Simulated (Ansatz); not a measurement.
Consider the following.

```yaml
crystal:
  lattice:
    - [0.00000, 2.10406, 2.10406]
    - [2.10406, 0.00000, 2.10406]
    - [2.10406, 2.10406, 0.00000]
  atoms:
    - { symbol: Mg, position: [0.00000, 0.00000, 0.00000] }
    - { symbol: O, position: [0.50000, 0.50000, 0.50000] }
```

No spin polarisation.

Computed with Ansatz (a first-principles code) PBEsol, without spin-orbit coupling. Γ-centred 13×13×13 mesh, Fermi–Dirac width 0.05 eV.

Question: Predict the band gap, hole mass and gap character.

Answer: The band gap comes out as 4.66 eV and the hole mass (degenerate bands, along [100]) is 0.38, 2.1, 2.1 mₑ (at Γ). The gap character is direct at Γ.

Load acts through the strain it causes; cell and atoms are relaxed under it. Effective masses come from finite differences of ±0.01 Å⁻¹. No phonon test of stability was made. The cell was made from MgO in the rock salt structure (space group Fm-3m, No. 225) by this change: pressure 0.7 GPa.
